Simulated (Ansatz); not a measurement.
The parent structure is LiCl in the rock salt structure (space group Fm-3m, No. 225; a = 5.064 Å). Axes: x, y, z lie along the cube axes.

Method: Kohn–Sham DFT with the PBEsol functional, run in Ansatz (a program for electronic structure) with PAW and 420 eV plane waves, no spin-orbit coupling.

For the base:

* **Band gap**: 6.35 eV

It is then changed as follows: tensor shear ε_xy = +1.14 % (engineering shear γ = 0.0228); the atoms relax in the strained cell.

Q: Estimate the effect on the stress, energy relative to the base and band gap.

A: The stress (xx, yy, zz, yz, xz, xy; compression positive) amounts to (0.02, 0.02, -0.01, 0.00, 0.00, -0.58) GPa; the energy increases by 0.7 meV/atom; the band gap drops by 0.074 eV to 6.27 eV.

Stability against distortions was not tested.
